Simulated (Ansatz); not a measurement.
The parent structure is Zr in the hcp (Mg type) structure (space group P6_3/mmc, No. 194; a = 3.182 Å, c = 5.124 Å; relaxed with 0.1 eV smearing). Axes: x lies along a and z along c of the hexagonal cell.

Method: PBEsol (Ansatz, a quantum-chemistry and plane-wave program), no spin-orbit coupling.

Perturbation: the cell is scaled by 0.9750 in all directions, atoms relaxed at fixed cell.

Problem. Predict the stress tensor and what it implies for the stiffness.

Solution. Stress of the strained cell less that of the base (GPa, compression positive):
```
    8.1     0.0     0.0
    0.0     8.1     0.0
    0.0     0.0     9.2
```

Then B = −ΔP/(ΔV/V₀) with ΔV/V₀ = -0.0731 gives secant stiffness values (nonlinear terms included at this strain): B (at held cell shape, above the free-shape value) ≈ 116 GPa.

As a check, the harmonic strain energy −½ V₀ Δσ:ε is 45 meV/atom; the computed energy rise is 41 meV/atom.

Whether these cells are dynamically stable was not tested. All final runs are without spin polarisation.
